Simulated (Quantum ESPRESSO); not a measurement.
Parameter sweep on VSi2 (P6_222, 9 atoms in the cell)

```xyz
9
Lattice="4.4219 0.0000 0.0000 -2.2109 3.8295 0.0000 0.0000 0.0000 6.1616" Properties=species:S:1:pos:R:3 pbc="T T T"
V     -1.1055     1.9147     1.0269
V      2.2109     0.0000     3.0808
V      1.1055     1.9147     5.1346
Si     2.2109     2.5849     3.0808
Si    -1.1331     3.2072     5.1346
Si     1.0778     0.6223     1.0269
Si     0.0000     1.2445     3.0808
Si     3.3441     0.6223     5.1346
Si     1.1331     3.2072     1.0269
```

Base run A: LDA (PZ), GBRV 1.5 ultrasoft (LDA) pseudopotentials (Quantum ESPRESSO), self-consistent single point.

Its settings: ecutwfc = 50 Ry; ecutrho = 400 Ry; occupations = smearing; smearing = fermi-dirac; degauss = 0.0073499 Ry; potentials = {V: v_lda_v1.4.uspp.F.UPF, Si: si_lda_v1.uspp.F.UPF}; K_POINTS = automatic 5 5 3 0 0 0; conv_thr = 1e-09 Ry.

The starting cell comes from a database of computed structures (which also holds hypothetical and non-ambient phases and stackings), without a prior relaxation at this level. Its lattice was rescaled by a random factor within 2.5 % of one. Spin polarisation is off. In the base run, with a pressure of about 11 GPa the cell is away from its equilibrium volume at this level. Without a gap this mesh is coarse (it stands for a supercell whose shortest vector is 18 Å).

ΔF is the free energy per atom less that of run A. 

```json
[
 {"run": "A", "degauss, K_POINTS": "0.0073499 Ry, automatic 5 5 3 0 0 0", "ΔF (meV/atom)": "0.00", "pressure (GPa)": "11.12", "largest force (eV/Å)": "0.178", "TS (meV/atom)": "17.7", "k-points": "10"},
 {"run": "B", "degauss, K_POINTS": "0.002205 Ry, automatic 10 10 6 0 0 0", "ΔF (meV/atom)": "5.7", "pressure (GPa)": "10.96", "largest force (eV/Å)": "0.154", "TS (meV/atom)": "1.9", "k-points": "56"},
 {"run": "C", "degauss, K_POINTS": "0.0073499 Ry, automatic 10 10 6 0 0 0", "ΔF (meV/atom)": "-2.5", "pressure (GPa)": "11.05", "largest force (eV/Å)": "0.182", "TS (meV/atom)": "16.2", "k-points": "56"},
 {"run": "D", "degauss, K_POINTS": "0.02205 Ry, automatic 10 10 6 0 0 0", "ΔF (meV/atom)": "-56.0", "pressure (GPa)": "11.76", "largest force (eV/Å)": "0.263", "TS (meV/atom)": "113.9", "k-points": "56"},
 {"run": "E", "degauss, K_POINTS": "0.002205 Ry, automatic 10 10 7 0 0 0", "ΔF (meV/atom)": "5.2", "pressure (GPa)": "10.96", "largest force (eV/Å)": "0.156", "TS (meV/atom)": "1.9", "k-points": "56"},
 {"run": "F", "degauss, K_POINTS": "0.0073499 Ry, automatic 10 10 7 0 0 0", "ΔF (meV/atom)": "-2.7", "pressure (GPa)": "11.04", "largest force (eV/Å)": "0.183", "TS (meV/atom)": "15.8", "k-points": "56"},
 {"run": "G", "degauss, K_POINTS": "0.02205 Ry, automatic 10 10 7 0 0 0", "ΔF (meV/atom)": "-56.0", "pressure (GPa)": "11.77", "largest force (eV/Å)": "0.263", "TS (meV/atom)": "113.8", "k-points": "56"},
 {"run": "H", "degauss, K_POINTS": "0.002205 Ry, automatic 11 11 7 0 0 0", "ΔF (meV/atom)": "5.3", "pressure (GPa)": "10.95", "largest force (eV/Å)": "0.152", "TS (meV/atom)": "1.9", "k-points": "64"},
 {"run": "I", "degauss, K_POINTS": "0.0073499 Ry, automatic 11 11 7 0 0 0", "ΔF (meV/atom)": "-2.7", "pressure (GPa)": "11.05", "largest force (eV/Å)": "0.184", "TS (meV/atom)": "15.8", "k-points": "64"},
 {"run": "J", "degauss, K_POINTS": "0.02205 Ry, automatic 11 11 7 0 0 0", "ΔF (meV/atom)": "-56.0", "pressure (GPa)": "11.76", "largest force (eV/Å)": "0.263", "TS (meV/atom)": "113.8", "k-points": "64"}
]
```

Run J against A: The free energy goes down by 56.0 meV/atom, the pressure goes from 11.12 to 11.76 GPa and the largest force goes from 0.178 to 0.263 eV/Å.

Run E against A: The free energy rises by 5.2 meV/atom, the pressure goes from 11.12 to 10.96 GPa and the largest force goes from 0.178 to 0.156 eV/Å.
